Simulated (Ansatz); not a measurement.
The parent structure is PbS in the rock salt structure (space group Fm-3m, No. 225; a = 5.9028 Å). Axes: x, y, z lie along the cube axes.

Calculations: PBEsol (Ansatz, an electronic-structure program; PAW; 420 eV plane waves; no SOC), earlier PAW set.

For the base:

| Quantity | Value |
|---|---|
| Volume per atom | 25.71 Å³ |

Now apply this change: uniaxial stress, 0.5 GPa compression along z, with the cell and atoms free to relax against it.

How does this affect the volume per atom?

The volume per atom drops by 0.07 Å³, from 25.71 Å³ to 25.64 Å³.

Load acts through the strain it causes; cell and atoms are relaxed under it. Beyond what the load breaks, stability against distortions was not tested.
